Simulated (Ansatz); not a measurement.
Sensitivity of a calculation on NaTiO3 (Pm-3m, 5 atoms in the cell) to its settings

```yaml
crystal:
  lattice:
    - [3.90233, 0.00000, 0.00000]
    - [0.00000, 3.90233, 0.00000]
    - [0.00000, 0.00000, 3.90233]
  atoms:
    - { symbol: Na, position: [0.00000, 0.00000, 0.00000] }
    - { symbol: Ti, position: [0.50000, 0.50000, 0.50000] }
    - { symbol: O, position: [0.50000, 0.50000, 0.00000] }
    - { symbol: O, position: [0.50000, 0.00000, 0.50000] }
    - { symbol: O, position: [0.00000, 0.50000, 0.50000] }
```

Base run A: PBEsol, default PAW files made with PBE (Ansatz, a program for electronic structure), self-consistent single point.

Its settings: basis.ecutwfc = 420 eV; kpoints.mp_grid.grid = 11 11 11; hamiltonian.xc = pbesol; hamiltonian.pseudopotentials = {kind: paw} (the program's default PAW files); scf.occupations.method = methfessel_paxton; scf.occupations.width = 0.05 eV.

The starting cell comes from a database of computed structures (which also holds hypothetical and non-ambient phases and stackings), without a prior relaxation at this level. Spin polarisation is off; with an odd number of electrons in the cell that forces a metal, and a magnetic state may lie lower. In the base run, with a pressure of about -6 GPa the cell is away from its equilibrium volume at this level. Ansatz's pressure includes its estimate of the finite-basis (Pulay) stress.

ΔF is the free energy per atom less that of run A. 

Runs:
- B: 2 x 2 x 1 supercell, mesh divided and rounded up; kpoints.mp_grid.grid: 11 11 11 → 6 6 11
- C: scf.occupations.width: 0.05 eV → 0.2 eV
- D: kpoints.mp_grid.grid: 11 11 11 → 8 8 8; scf.occupations.width: 0.05 eV → 0.1 eV
- E: scf.convergence.dr2_threshold: default (1e-07 eV) → 0.0001 eV
- F: scf.mixing.algorithm: default (the program chose MSR1) → anderson; scf.mixing.beta: default → 0.02
- G: scf.algorithm: default → direct_min
- H: scf.mixing.preconditioner: default (the program chose LDOS) → kerker; scf.mixing.q_tf: default → 1.5

```tsv
run	ΔF (meV/atom)	pressure (GPa)	k-points	valence electrons
A	0.00	-6.12	56	39
B	-1.05	-6.16	60	156
C	-0.38	-6.13	56	39
D	-0.72	-6.14	35	39
E	0.00	-6.11	56	39
F	0.00	-6.12	56	39
G	0.00	-6.12	56	39
H	0.00	-6.12	56	39
```

Run B against A: The free energy falls by 1.1 meV/atom and the pressure moves little (-6.12 to -6.16 GPa).

Run E against A: The free energy stays essentially unchanged (within 1 meV/atom) and the pressure hardly changes (-6.12 to -6.11 GPa).

Keys are those of Ansatz 0.2.
